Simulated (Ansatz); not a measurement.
# What Cu → B does to CuI

Consider CuI in the zinc blende structure (space group F-43m, No. 216; a = 6.023 Å).

It is then changed as follows: full substitution Cu → B, then cell and atoms are relaxed.

All numbers come from r2SCAN (Ansatz, a program for electronic structure), no spin-orbit coupling. Γ-centred 9×9×9 mesh, Fermi–Dirac width 0.05 eV, for the changed cell.

```json
[
 {"quantity": "volume per atom", "base": "27.31 Å³", "changed": "32.49 Å³", "shift": "+5.18 Å³"},
 {"quantity": "density", "base": "5.79 g/cm³", "changed": "3.52 g/cm³", "shift": "-2.27 g/cm³"},
 {"quantity": "space group", "base": "F-43m (No. 216)", "changed": "F-43m (No. 216)", "shift": "–"},
 {"quantity": "shortest interatomic distance", "base": "2.608 Å", "changed": "2.763 Å", "shift": "+0.155 Å"},
 {"quantity": "band gap", "base": "1.67 eV", "changed": "0.64 eV", "shift": "-1.03 eV"},
 {"quantity": "gap character", "base": "direct at Γ", "changed": "indirect, W → X", "shift": "–"},
 {"quantity": "smallest direct gap", "base": "1.67 eV", "changed": "1.55 eV", "shift": "-0.12 eV"},
 {"quantity": "width of the top valence band", "base": "1.56 eV", "changed": "2.78 eV", "shift": "+1.22 eV"},
 {"quantity": "electron mass", "base": "0.18 mₑ (at Γ)", "changed": "2.8 mₑ along k, 0.47 mₑ across (at X)", "shift": "–"}
]
```

Spin-orbit coupling, missing from the scalar runs, can matter with I. Masses are band curvatures over ±0.01 Å⁻¹ around the edge. Along k means along the line from Γ to the band edge. Whether these cells are dynamically stable was not tested. As relaxed here, BI is a hypothetical phase, not in the database extracts checked. All final runs are without spin polarisation.
